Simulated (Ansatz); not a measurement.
Start from NiSi$_{2}$ (space group Fm-3m, No. 225; a = 5.445 Å; not spin-polarised; relaxed with 0.1 eV smearing).

(Cell as relaxed with PBE.)

Levels (all Ansatz, a quantum-chemistry and plane-wave program, PAW, earlier PAW set): PBE (420 eV, no spin-orbit coupling); r2SCAN (500 eV, no spin-orbit coupling).

Each level relaxes its own structure.

| base | PBE | r2SCAN |
|---|---|---|
| volume per atom | 13.46 Å³ | 13.04 Å³ |
| lattice parameter a | 5.445 Å | 5.389 Å |
| band gap | zero | zero |

One thing is altered: every lattice vector is stretched by 2.91 %, atoms relaxed at fixed cell.

```tsv
quantity	PBE	r2SCAN
energy relative to the base (free energy F)	+42 meV/atom	+45 meV/atom
pressure	-10.2 GPa	-11.4 GPa
band gap	zero	zero
```

PBE's energy relative to the base lies 3.4 meV/atom below r2SCAN's; PBE's pressure lies 1.2 GPa above r2SCAN's; the two agree on the band gap. Neither level is exact; r2SCAN is the comparison here, not a measurement.

The cells carry an imposed strain or load. No phonon test of stability was made. Seeded moments were not kept for the base. All final runs are without spin polarisation.
